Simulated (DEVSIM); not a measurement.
Device: abrupt In0.53Ga0.47As n-p junction, at 350 K.

```
layer (left to right)        material  thickness (μm)  Nd (cm⁻³)  Na (cm⁻³)  τn (s)  τp (s)
---------------------  --------------  --------------  ---------  ---------  ------  ------
1                      In0.53Ga0.47As            64.0     3.6e16          -  5.2e-8  5.2e-8
2                      In0.53Ga0.47As            18.0          -     2.6e14  5.2e-8  5.2e-8
```

Left contact: ohmic. Right contact: ohmic. Voltage is applied to the left contact. Recombination: SRH at mid-gap, Auger. Mobility is constant in doping.

This is a model device: material constants are rounded textbook-type values typed into the input, and sizes, dopings and lifetimes were drawn at random. Values at 300 K; Nc and Nv go as T^1.5, mobilities as T to minus their exponent, the gap by Varshni's rule with the affinity fixed.

```
parameter         In0.53Ga0.47As
----------------  --------------
gap (eV)                    0.74
affinity (eV)               4.51
permittivity                13.9
Nc (cm⁻³)                 2.1e17
Nv (cm⁻³)                 7.7e18
μn (cm²/Vs)                12000
μp (cm²/Vs)                  300
T exponent of μn             1.6
T exponent of μp             1.6
Cn (cm⁶/s)                 5e-29
Cp (cm⁶/s)                 5e-29
Varshni α (eV/K)         0.00035
Varshni β (K)                190
```

Simulated with DEVSIM: 1D drift-diffusion, Boltzmann statistics, complete ionisation; no tunnelling, impact ionisation, image-force lowering or self-heating.

Question: Tabulate band edges, carrier densities and field at -0.7 V on the left contact.

Answer: Energies count from the Fermi level of the right contact; mesh points crowd at the junctions.

```json
[
 {"x (μm)": "0.000", "Ec (eV)": "0.760", "Ev (eV)": "0.035", "n (cm⁻³)": "3.6e16", "p (cm⁻³)": "2.6e9", "field (V/cm)": "-11"},
 {"x (μm)": "0.05124", "Ec (eV)": "0.760", "Ev (eV)": "0.035", "n (cm⁻³)": "3.6e16", "p (cm⁻³)": "4.2e9", "field (V/cm)": "-11"},
 {"x (μm)": "0.2118", "Ec (eV)": "0.760", "Ev (eV)": "0.035", "n (cm⁻³)": "3.6e16", "p (cm⁻³)": "9.4e9", "field (V/cm)": "-11"},
 {"x (μm)": "0.7149", "Ec (eV)": "0.759", "Ev (eV)": "0.034", "n (cm⁻³)": "3.6e16", "p (cm⁻³)": "2.5e10", "field (V/cm)": "-11"},
 {"x (μm)": "3.458", "Ec (eV)": "0.756", "Ev (eV)": "0.031", "n (cm⁻³)": "3.6e16", "p (cm⁻³)": "1.1e11", "field (V/cm)": "-11"},
 {"x (μm)": "10.89", "Ec (eV)": "0.748", "Ev (eV)": "0.023", "n (cm⁻³)": "3.6e16", "p (cm⁻³)": "4.7e11", "field (V/cm)": "-11"},
 {"x (μm)": "33.28", "Ec (eV)": "0.723", "Ev (eV)": "-0.002", "n (cm⁻³)": "3.6e16", "p (cm⁻³)": "1.3e13", "field (V/cm)": "-11"},
 {"x (μm)": "57.23", "Ec (eV)": "0.696", "Ev (eV)": "-0.029", "n (cm⁻³)": "3.6e16", "p (cm⁻³)": "4.5e14", "field (V/cm)": "-11"},
 {"x (μm)": "61.85", "Ec (eV)": "0.691", "Ev (eV)": "-0.034", "n (cm⁻³)": "3.7e16", "p (cm⁻³)": "8.7e14", "field (V/cm)": "-12"},
 {"x (μm)": "63.36", "Ec (eV)": "0.689", "Ev (eV)": "-0.036", "n (cm⁻³)": "3.7e16", "p (cm⁻³)": "1.1e15", "field (V/cm)": "-12"},
 {"x (μm)": "63.81", "Ec (eV)": "0.689", "Ev (eV)": "-0.036", "n (cm⁻³)": "3.7e16", "p (cm⁻³)": "1.2e15", "field (V/cm)": "≈ 0"},
 {"x (μm)": "63.98", "Ec (eV)": "0.697", "Ev (eV)": "-0.028", "n (cm⁻³)": "2.8e16", "p (cm⁻³)": "1.6e15", "field (V/cm)": "3500"},
 {"x (μm)": "64.01", "Ec (eV)": "0.719", "Ev (eV)": "-0.006", "n (cm⁻³)": "1.4e16", "p (cm⁻³)": "3.2e15", "field (V/cm)": "5400"},
 {"x (μm)": "64.09", "Ec (eV)": "0.737", "Ev (eV)": "0.012", "n (cm⁻³)": "7.2e15", "p (cm⁻³)": "6.1e15", "field (V/cm)": "750"},
 {"x (μm)": "64.53", "Ec (eV)": "0.739", "Ev (eV)": "0.014", "n (cm⁻³)": "6.3e15", "p (cm⁻³)": "6.5e15", "field (V/cm)": "-37"},
 {"x (μm)": "65.70", "Ec (eV)": "0.734", "Ev (eV)": "0.009", "n (cm⁻³)": "5.6e15", "p (cm⁻³)": "5.9e15", "field (V/cm)": "-44"},
 {"x (μm)": "69.38", "Ec (eV)": "0.714", "Ev (eV)": "-0.011", "n (cm⁻³)": "4.0e15", "p (cm⁻³)": "4.3e15", "field (V/cm)": "-69"},
 {"x (μm)": "77.12", "Ec (eV)": "0.624", "Ev (eV)": "-0.101", "n (cm⁻³)": "1.6e15", "p (cm⁻³)": "1.9e15", "field (V/cm)": "-190"},
 {"x (μm)": "80.94", "Ec (eV)": "0.508", "Ev (eV)": "-0.216", "n (cm⁻³)": "5.1e14", "p (cm⁻³)": "7.4e14", "field (V/cm)": "-560"},
 {"x (μm)": "81.68", "Ec (eV)": "0.450", "Ev (eV)": "-0.275", "n (cm⁻³)": "2.3e14", "p (cm⁻³)": "3.9e14", "field (V/cm)": "-1100"},
 {"x (μm)": "81.92", "Ec (eV)": "0.419", "Ev (eV)": "-0.306", "n (cm⁻³)": "8.9e13", "p (cm⁻³)": "2.9e14", "field (V/cm)": "-1400"},
 {"x (μm)": "82.00", "Ec (eV)": "0.407", "Ev (eV)": "-0.317", "n (cm⁻³)": "3.6e11", "p (cm⁻³)": "2.6e14", "field (V/cm)": "-1500"}
]
```
